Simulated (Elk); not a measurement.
# Input and output of a self-consistent single point for YbTlSe₂ (R-3m, 4 atoms in the cell) (Elk)

Computed with Elk with PBEsol, all-electron FP-LAPW, Elk's shipped species files, APW+lo basis with extra local orbitals.

Input:

```
tasks
  0

xctype
  22

rgkmax
  7.5

gmaxvr
  16.0

nxlo
  2

lorbcnd
  .true.

lmaxi
  2

swidth
  0.00499791

maxscl
  100

avec
    4.0284994783    2.3258557641   13.4131871277
   -4.0284994783    2.3258557641   13.4131871277
    0.0000000000   -4.6517100106   13.4131873909

sppath
  './'

atoms
  3
  'Yb.in'
  1
  0.0000000000  0.0000000000  0.0000000000    0.0 0.0 0.0
  'Tl.in'
  1
  0.5000000000  0.5000000000  0.5000000000    0.0 0.0 0.0
  'Se.in'
  2
  0.7436570000  0.7436570000  0.7436570000    0.0 0.0 0.0
  0.2563430000  0.2563430000  0.2563430000    0.0 0.0 0.0

ngridk
  6 6 6
```

Output (repeated stretches shortened):

```
│ Elk code version 10.2.4 │

All units are atomic (Hartree, Bohr, etc.)

│ Ground-state run starting from atomic densities │

Lattice vectors :
   4.028499478       2.325855764       13.41318713
  -4.028499478       2.325855764       13.41318713
   0.000000000      -4.651710011       13.41318739

Unit cell volume      :    754.0657803
Brillouin zone volume :   0.3289503647

Muffin-tin inner radius fraction :   0.1000000000E-01

Nuclei treated as point charges

Species :    1 (Yb)
 parameters loaded from : Yb.in
 name : ytterbium
 nuclear charge    :   -70.00000000
 electronic charge :    70.00000000
 atomic mass :    315432.6234
 muffin-tin radius :    2.800000000
 number of radial points in muffin-tin :    697
 atomic positions (lattice), magnetic fields (Cartesian) :
   1 :   0.00000000  0.00000000  0.00000000    0.00000000  0.00000000  0.00000000

Species :    2 (Tl)
 parameters loaded from : Tl.in
 name : thallium
 nuclear charge    :   -81.00000000
 electronic charge :    81.00000000
 atomic mass :    372567.9640
 muffin-tin radius :    2.800000000
 number of radial points in muffin-tin :    697
 atomic positions (lattice), magnetic fields (Cartesian) :
   1 :   0.50000000  0.50000000  0.50000000    0.00000000  0.00000000  0.00000000

Species :    3 (Se)
 parameters loaded from : Se.in
 name : selenium
 nuclear charge    :   -34.00000000
 electronic charge :    34.00000000
 atomic mass :    143935.2748
 muffin-tin radius :    2.400000000
 number of radial points in muffin-tin :    497
 atomic positions (lattice), magnetic fields (Cartesian) :
   1 :  -0.25634300 -0.25634300 -0.25634300    0.00000000  0.00000000  0.00000000
   2 :   0.25634300  0.25634300  0.25634300    0.00000000  0.00000000  0.00000000

Total number of atoms per unit cell :    4

Spin treatment :
 spin-unpolarised

Number of Bravais lattice symmetries :   12
Number of crystal symmetries         :   12
Crystal has inversion symmetry
   [... lines left out ...]
Maximum |G| for potential and density :    16.00000000
 potential will be trimmed for |G| > 2 gkmax
Constant for pseudocharge density :   11
Radial integration step length :    4

G-vector grid sizes :     75    75    75
Number of G-vectors :    52227

Maximum angular momentum used for
 APW functions                      :    8
 outer part of muffin-tin           :    6
 inner part of muffin-tin           :    2

Total nuclear charge    :   -219.0000000
Total core charge       :    144.0000000
Total valence charge    :    75.00000000
Total excess charge     :    0.000000000
Total electronic charge :    219.0000000

Effective Wigner radius, rₛ :   0.9367538849

Number of empty states         :   16
Total number of valence states :   54
Total number of core states    :  144

Conduction state local-orbitals added automatically
Total number of local-orbitals :  338

Exchange-correlation functional :     22     0     0
 PBEsol, Phys. Rev. Lett. 100, 136406 (2008)
 gradient requirement :    1
 generalised gradient approximation (GGA)

Smearing type :    3
 Fermi-Dirac
Smearing width :   0.4997910000E-02
Effective electronic temperature (K) :    1578.215154

Mixing type :    3
 Broyden mixing, J. Phys. A: Math. Gen. 17, L317 (1984)

Kohn-Sham potential initialised from atomic data
│ Self-consistent loop started │
│ Loop number : 1 │
 total energy                :     -39045.5245455
│ Loop number : 2 │
 total energy                :     -39118.2429117
RMS change in Kohn-Sham potential (target) :   0.7858541848     (  0.1000000000E-05)
Absolute change in total energy (target)   :    72.71836616     (  0.1000000000E-03)
│ Loop number : 3 │
 total energy                :     -39161.4695498
RMS change in Kohn-Sham potential (target) :   0.4825156844     (  0.1000000000E-05)
Absolute change in total energy (target)   :    61.40622966     (  0.1000000000E-03)
│ Loop number : 4 │
 total energy                :     -39169.5729312
RMS change in Kohn-Sham potential (target) :   0.3592947225     (  0.1000000000E-05)
Absolute change in total energy (target)   :    23.45493885     (  0.1000000000E-03)
│ Loop number : 5 │
 total energy                :     -39194.0269105
RMS change in Kohn-Sham potential (target) :   0.1391525673     (  0.1000000000E-05)
Absolute change in total energy (target)   :    30.31771398     (  0.1000000000E-03)
   [... lines left out ...]
Absolute change in total energy (target)   :   0.5789622199E-02 (  0.1000000000E-03)
│ Loop number : 18 │
 total energy                :     -39212.2001153
RMS change in Kohn-Sham potential (target) :   0.9997680166E-05 (  0.1000000000E-05)
Absolute change in total energy (target)   :   0.1007188657E-02 (  0.1000000000E-03)
│ Loop number : 19 │
 total energy                :     -39212.2008643
RMS change in Kohn-Sham potential (target) :   0.1756814948E-05 (  0.1000000000E-05)
Absolute change in total energy (target)   :   0.1000790755E-02 (  0.1000000000E-03)
│ Loop number : 20 │
 total energy                :     -39212.2011429
RMS change in Kohn-Sham potential (target) :   0.8638553339E-06 (  0.1000000000E-05)
Absolute change in total energy (target)   :   0.5288645771E-03 (  0.1000000000E-03)
│ Loop number : 21 │
 total energy                :     -39212.2009792
RMS change in Kohn-Sham potential (target) :   0.6748974086E-06 (  0.1000000000E-05)
Absolute change in total energy (target)   :   0.3150583507E-04 (  0.1000000000E-03)
Convergence targets achieved

│ Loop number : 22 │

Energies :
 Fermi                       :     0.156294573451
 sum of eigenvalues          :     -23946.6162083
 electron kinetic            :      44110.9154633
 core electron kinetic       :      43017.9705672
 Coulomb                     :     -82483.5090134
 Coulomb potential           :     -66952.8164739
 nuclear-nuclear             :     -2721.22914417
 electron-nuclear            :     -92571.7432645
 Hartree                     :      12809.4633953
 Madelung                    :     -49007.1007764
 xc potential                :     -1104.71519781
 exchange                    :     -825.641060848
 correlation                 :     -13.9545170197
 electron entropic           :    -0.119690628306E-01
 total energy                :     -39212.2010970

Density of states at Fermi energy :    122.5869566
 (states/Hartree/unit cell)

Estimated indirect band gap :   0.2926352710E-02
 from k-point      9 to k-point     15
Estimated direct band gap   :   0.5969895635E-02
 at k-point     14

Charges :
 core                        :    144.0000000
 valence                     :    75.00000000
 interstitial                :    6.335223251
 muffin-tins (core leakage)
  species :    1 (Yb)
   atom    1                 :    68.20564240     (  0.1076078419E-05)
  species :    2 (Tl)
   atom    1                 :    79.50070973     (  0.3721158021E-04)
  species :    3 (Se)
   atom    1                 :    32.47921231     (  0.5882845731E-04)
   atom    2                 :    32.47921231     (  0.5882845731E-04)
 total in muffin-tins        :    212.6647767
 total calculated charge     :    218.9737700
 total charge                :    219.0000000
 error                       :   0.2622995608E-01

│ Self-consistent loop stopped │
```

The run converged in 22 iterations. The count includes the last loop, which Elk runs after its targets are met.

The starting cell comes from a database of computed structures (which also holds hypothetical and non-ambient phases and stackings), without a prior relaxation at this level. Spin-orbit coupling is off. Spin polarisation is off, so a magnetic state, if there is one, cannot be reached. The f electrons are in the valence without U or exact exchange, which can misplace them near the Fermi level. Spin-orbit terms, which matter for f shells, are left out. Values depend on the basis (sphere radii, cutoffs, local orbitals), which need not be converged. The log's line on a gap gives a spacing of levels on this mesh, which the program prints for metals too.
